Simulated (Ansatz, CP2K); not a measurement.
## Code comparison for YbIn₅Rh (P1, 7 atoms in the cell)

Self-consistent single point, at a second geometry (atoms moved at random). First geometry:

```
CELL_PARAMETERS angstrom
      4.68710     0.00000     0.00000
      0.00000     4.68710     0.00000
      0.00000     0.00000     7.55496
ATOMIC_POSITIONS crystal
  Yb 0.00000 0.00000 0.00000
  In 0.50000 0.50000 0.00000
  In 0.50000 0.00000 0.30001
  In 0.50000 0.00000 0.69999
  In 0.00000 0.50000 0.30001
  In 0.00000 0.50000 0.69999
  Rh 0.00000 0.00000 0.50000
```

Second geometry:
```
CELL_PARAMETERS angstrom
      4.68710     0.00000     0.00000
      0.00000     4.68710     0.00000
      0.00000     0.00000     7.55496
ATOMIC_POSITIONS crystal
  Yb 0.98639 0.99946 0.99219
  In 0.49372 0.50686 0.99785
  In 0.50082 0.00171 0.31087
  In 0.50098 0.99777 0.70082
  In 0.00849 0.49693 0.29831
  In 0.00032 0.51449 0.70383
  Rh 0.00927 0.98277 0.49612
```

Shared settings, as Ansatz (a first-principles code) writes them: kpoints.mp_grid.grid = 5 5 3; scf.occupations.method = gaussian; scf.occupations.width = 0.1 eV. Potentials and cutoffs stand in the table.

```tsv
code	model	ΔF from the first geometry (meV/atom)	pressure (GPa)	largest force (eV/Å)	cutoff
Ansatz	LDA (PW92), PAW files made with PBE	12.0	-6.20	0.641	420 eV
CP2K	LDA (Pade form), GPW, DZVP-MOLOPT-SR-GTH basis, GTH-PADE potentials (GTH_POTENTIALS)	12.3	-6.22	0.644	grid 800 Ry
```

Size of the force on each atom (eV/Å): Sizes of forces hide their directions.

```json
[
 {"code": "Ansatz", "Yb1": "0.402", "In2": "0.122", "In3": "0.334", "In4": "0.131", "In5": "0.221", "In6": "0.641", "Rh7": "0.623"},
 {"code": "CP2K", "Yb1": "0.413", "In2": "0.123", "In3": "0.353", "In4": "0.121", "In5": "0.220", "In6": "0.644", "Rh7": "0.636"}
]
```

On Ansatz's run: spin-orbit coupling is off. Spin polarisation is off.

The spread over the programs that give each value: ΔF from the first geometry within 0.3 meV/atom; pressure within 0.02 GPa; largest force within 0.003 eV/Å.

CP2K uses small atom-centred bases, whose incompleteness enters pressures, forces and empty levels differently from a plane-wave cutoff. Ansatz's pressure is given at a fixed set of plane waves, as the other plane-wave codes print theirs; with its correction for the finite basis it is -6.17 GPa.

The starting cell comes from a database of computed structures (which also holds hypothetical and non-ambient phases and stackings), without a prior relaxation at this level. For this run, on top of that: atoms moved at random.

Keys are those of Ansatz 0.2.
